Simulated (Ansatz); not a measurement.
A self-consistent single point of TiAlNi₆ (P4mm, 8 atoms in the cell) with Ansatz (a quantum-chemistry and plane-wave program).

Computed with PBEsol, default PAW files made with PBE (plane waves; Ansatz).

```yaml
crystal:
  lattice:
    - [3.57898, 0.00000, 0.00000]
    - [0.00000, 3.57898, 0.00000]
    - [0.00000, 0.00000, 7.05770]
  atoms:
    - { symbol: Ti, position: [0.00000, 0.00000, 0.50708] }
    - { symbol: Al, position: [0.00000, 0.00000, 0.00000] }
    - { symbol: Ni, position: [0.50000, 0.50000, 0.00000], spin: 2.0 }
    - { symbol: Ni, position: [0.50000, 0.50000, 0.50000], spin: 2.0 }
    - { symbol: Ni, position: [0.50000, 0.00000, 0.24692], spin: 2.0 }
    - { symbol: Ni, position: [0.50000, 0.00000, 0.75308], spin: 2.0 }
    - { symbol: Ni, position: [0.00000, 0.50000, 0.24692], spin: 2.0 }
    - { symbol: Ni, position: [0.00000, 0.50000, 0.75308], spin: 2.0 }
```
(The spins are starting values, not results.)

Reference input (self-consistent single point, DFT, PBEsol, plane waves, default PAW files made with PBE): basis.ecutwfc = 420 eV; kpoints.mp_grid.grid = 7 7 3; hamiltonian.xc = pbesol; hamiltonian.pseudopotentials = {kind: paw} (the program's default PAW files); magnetization.spin_polarized = true; scf.occupations.method = gaussian; scf.occupations.width = 0.1 eV. This run's input differs from it in these lines:

Ansatz 0.2 input:
```diff
@@ -19,3 +19,3 @@
   mp_grid:
-    grid: [7, 7, 3]
+    grid: [12, 12, 5]
 hamiltonian:
@@ -28,4 +28,4 @@
   occupations:
-    method: gaussian
-    width: 0.1
+    method: cold
+    width: 0.3
 output:
```

The program printed (abridged):

```
SCF iter   1: F=—  HF=-37831.287647 eV  |F-HF|=—  |Δ(HF+E_count)|=         —  Δρ=2.51e-1 (↑2.51e-1 ↓1.49e-1)  dr2=7.91e0  dr2_m=3.24e1  M=1.474 μB ∫|m|=2.396 μB  β_m=0.30  ethr=3.10e-3  ⟨swp⟩=5.1  Hψ=43804  notcnv=0
Mixer restart at iter 1: flushing history
all-band conjugate gradients solve this SCF's bands
preconditioner: auto → Kerker (q_TF=auto, 2.872 Å⁻¹)
spin=Collinear: Kerker preconditioning applied to the charge; magnetization (m = ρ↑ − ρ↓) channel mixes plain (no charge-response kernel on spin).
   [... lines left out ...]
SCF iter  22: F=—  HF=-37832.161698 eV  |F-HF|=—  |Δ(HF+E_count)|=   3.42e-9  S|Δr|=    0.00e0  Δρ=1.07e-5 (↑1.07e-5 ↓1.07e-5)  dr2=4.24e-7  dr2_m=5.50e-12  M=-0.000 μB ∫|m|=0.000 μB  β_m=0.53  ethr=2.54e-10  ⟨swp⟩=1.3  Hψ=12121  notcnv=0  defer=1548
SCF iter  23: F=-37832.161698 eV  HF=-37832.161698 eV  |F-HF|=4.60e-8  |Δ(HF+E_count)|=   1.39e-8  S|Δr|=    0.00e0  Δρ=3.35e-6 (↑3.35e-6 ↓3.32e-6)  dr2=5.08e-8  dr2_m=3.49e-12  M=-0.000 μB ∫|m|=0.000 μB  ethr=8.13e-11  ⟨swp⟩=8.7  Hψ=62037  notcnv=0
SCF 1 converged in 23 iterations: F = -37832.161698 eV  dr2 = 5.08e-8
WARN: the starting moments were not kept: the SCF closed with an absolute magnetisation of 6.1e-6 μB, where they sum to 12 μB in size (6 sites) …
   [... lines left out ...]
Absolute magnetization: 0.0000 μB (∫|ρ↑−ρ↓|, with the PAW one-centre terms)
Free energy (F): -37832.161698 eV
Fermi energy:    16.960549 eV
   [... lines left out ...]
  atom   8  Ni    -0.00000000     0.00000000     0.03405811
--- Stress (GPa, compression-positive) ---
       -4.705334       0.000000       0.000000
        0.000000      -4.705334       0.000000
        0.000000       0.000000      -4.390739
  P = ⅓ Tr σ = -4.6005 GPa (-46.005 kbar)
  The stress holds the Pulay correction. Without it, at fixed plane waves, as pw.x and ABINIT print it: P = -4.6494 GPa
```

The run converged in 23 iterations. Against the reference run the free energy rises by 8.6 meV/atom, the pressure goes from -4.25 to -4.60 GPa and the largest force goes from 0.513 to 0.534 eV/Å.

The starting cell comes from a database of computed structures (which also holds hypothetical and non-ambient phases and stackings), without a prior relaxation at this level. Its lattice was rescaled by up to half a per cent. One atom was moved a little off its site on purpose. The starting moments vanished: the run ended non-magnetic, which need not be the lowest state. The program warned that a starting moment was not kept. With a pressure of about -5 GPa the cell is away from its equilibrium volume at this level. Ansatz's pressure includes its estimate of the finite-basis (Pulay) stress.

Cost on one core of a shared machine: roughly 2 min.
